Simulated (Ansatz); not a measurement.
The starting structures come from a database of crystals and need not be the phases stable at ambient conditions.

Here is the system:

```
CELL_PARAMETERS angstrom
      6.29495     0.00000     0.00000
      0.00000     8.18124     0.00000
      0.00000     0.00000     8.18124
ATOMIC_POSITIONS crystal
  Cs 0.00000 0.50000 0.50000
  Cs 0.00000 0.00000 0.00000
  Cs 0.50000 0.18458 0.68458
  Cs 0.50000 0.81542 0.31542
  Cs 0.50000 0.68458 0.81542
  Cs 0.50000 0.31542 0.18458
  H  0.50000 0.50000 0.50000
  H  0.50000 0.00000 0.00000
  H  0.18386 0.60182 0.10182
  H  0.81614 0.39818 0.89818
  H  0.18386 0.10182 0.39818
  H  0.81614 0.89818 0.60182
  H  0.18386 0.39818 0.89818
  H  0.81614 0.60182 0.10182
  H  0.18386 0.89818 0.60182
  H  0.81614 0.10182 0.39818
  Pd 0.00000 0.50000 0.00000
  Pd 0.00000 0.00000 0.50000
```

Space group of this cell: P4/mbm. The cell is taken as given; by PBEsol its mean pressure is -0.7 GPa.

Transport runs along the normal of the first two printed cell vectors, the (100) plane of the conventional cell.

The gap is the functional's own, uncorrected, and κ follows it; spin-orbit coupling is left out. Mid-gap values are interpolated between the computed energies.

**Question.** Estimate the band gap and the smallest decay constant κ at mid-gap that PBEsol run with Ansatz (a first-principles code) returns for this system.

**Answer.** Gap 2.06 eV on a 6×4×4 mesh; κ = 0.292 1/Å, at (0.500, 0.000) of the in-plane reciprocal vectors. At the zone centre, at the nearest computed energy, the slowest state has κ = 0.34 1/Å.
